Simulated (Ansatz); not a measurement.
Short convergence ladders for BaTiO₃ (R3m, 5 atoms in the cell)

```
BaTiO3
1.0
    2.83401     1.63622     2.32388
   -2.83401     1.63622     2.32388
    0.00000    -3.27244     2.32388
Ba Ti O
1 1 3
Direct
  0.00014   0.00014   0.00014
  0.51333   0.51333   0.51333
  0.48895   0.97972   0.48895
  0.48895   0.48895   0.97972
  0.97972   0.48895   0.48895
```

Base method: LDA (PW92), default PAW files made with PBE (plane waves; Ansatz, a first-principles code).

Base settings: basis.ecutwfc = 420 eV; kpoints.mp_grid.grid = 6 6 6; hamiltonian.xc = lda; hamiltonian.pseudopotentials = {kind: paw} (the program's default PAW files); scf.occupations.method = fermi_dirac; scf.occupations.width = 0.01 eV.

Core times come from one kind of shared machine, to one figure; runs under 30 s give none.

**The force threshold of a relaxation**

On BaTiO₃ (R3m, 5 atoms in the cell): one atom moved by 0.15 angstrom.

In this ladder: relax = atoms.

The mesh stays at the base's, so the ladder's end is converged at best in this setting alone.

Only quantities that move along the ladder and can be compared are tabulated.

| relax.f_tol | free energy less the last step's (meV/atom) | largest force left (eV/Å) | relaxation steps |
|---|---|---|---|
| 0.2 eV/Å | 0.48 | 0.1461 | 3 |
| 0.05 eV/Å | 0.00 | 0.0088 | 6 |
| 0.02 eV/Å | 0.00 | 0.0031 | 7 |
| 0.001 eV/Å | 0.00 | 0.0000 | 8 |

Coarsest relax.f_tol that holds the largest force left within 0.02 eV/Å of the last step, with all finer ones: 0.05 eV/Å; the step before is off by 0.15 eV/Å.

Coarsest relax.f_tol that holds the free energy within 0.1 meV/atom of the last step, with all finer ones: 0.05 eV/Å; the step before is off by 0.48 meV/atom.

**The dielectric constant against shifted meshes**

In this ladder: scf.occupations.method = fixed; scf.occupations.width = default; kpoints.mp_grid.shift = 0.5 0.5 0.5; dielectric = true; dielectric.field_mesh = kpoints.

Only quantities that move along the ladder and can be compared are tabulated.

```csv
kpoints.mp_grid.grid,largest Born charge (mean of the diagonal) (e),mean ε∞,core time / last (rough)
2 2 2,5.787,5.124,–
4 4 4,6.136,5.785,0.09
6 6 6,6.121,5.859,0.3
10 10 10,6.118,5.874,1
```

Coarsest kpoints.mp_grid.grid that holds the mean ε∞ within 0.05 of the last step, with all finer ones: 6 6 6, at about 0.3 of the last step's time; the step before is off by 0.089.

Coarsest kpoints.mp_grid.grid that holds the largest Born charge (mean of the diagonal) within 0.02 e of the last step, with all finer ones: 4 4 4, at about 0.09 of the last step's time; the step before is off by 0.33 e.

On the base run: the starting cell comes from a database of computed structures (which also holds hypothetical and non-ambient phases and stackings), without a prior relaxation at this level. Its lattice was rescaled by up to half a per cent. In the base run, with a pressure of about -7 GPa the cell is away from its equilibrium volume at this level.

Keys are those of Ansatz 0.2.
